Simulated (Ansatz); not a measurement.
For Ta₂BN (model structure, R-3m, No. 166, 4 atoms in the cell), PBEsol in Ansatz (PAW) gives:

```
Quantity                   Result
-------------------  ------------
lattice parameter a       3.162 Å
lattice parameter c      15.533 Å
bulk modulus B0           302 GPa
cohesive energy      8.39 eV/atom
```

What does r²SCAN (Ansatz, a quantum-chemistry and plane-wave program, plane waves, PAW) give for the same quantities?


- lattice constant a: 3.171 Å (goes up by 0.3 %)
- lattice parameter c: 15.680 Å (rises by 0.9 %)
- bulk modulus: 297 GPa (drops by 1.7 %)
- cohesive energy: 7.62 eV/atom (falls by 0.77 eV/atom)

Changes are worked out from the printed values.

Unless a cell is named, each level is at its own relaxed cell (PBEsol 11.21, r²SCAN 11.38 Å³/atom).

Levels without +SOC leave out spin–orbit coupling, which shifts energies and cells of such heavy elements.

Caveats: the bulk modulus is −V dP/dV from two relaxed cells at ±2 % in volume (PBEsol, r²SCAN). Ansatz's density-functional and Hartree–Fock values are scalar-relativistic unless marked +SOC, with PAW data made under PBE.

A model structure was made by putting elements into a prototype or built by hand; it is no filed structure, need not be a known phase, and can be a saddle point held by its symmetry.
